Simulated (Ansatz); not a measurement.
The structure below was relaxed with PBEsol, PAW, 420 eV (Ansatz, an electronic-structure program; no SOC), earlier PAW set.

Space group Fm-3m (No. 225); a = 5.4548 Å, b = 5.4548 Å, c = 5.4548 Å, α = 90.00°, β = 90.00°, γ = 90.00°

```
atom  site  symmetry       x       y       z
----  ----  --------  ------  ------  ------
Ca      4a      m-3m  0.0000  0.0000  0.0000
```

Q: Write out a cell with all atoms.

A: 
```xyz
4
Lattice="5.4548 0.0000 0.0000 0.0000 5.4548 0.0000 0.0000 0.0000 5.4548" Properties=species:S:1:pos:R:3 pbc="T T T"
Ca     0.0000     0.0000     0.0000
Ca     0.0000     2.7274     2.7274
Ca     2.7274     0.0000     2.7274
Ca     2.7274     2.7274     0.0000
```
This is the conventional cell.

Whether these cells are dynamically stable was not tested. The cell was made from Sr by this change: Sr → Ca.
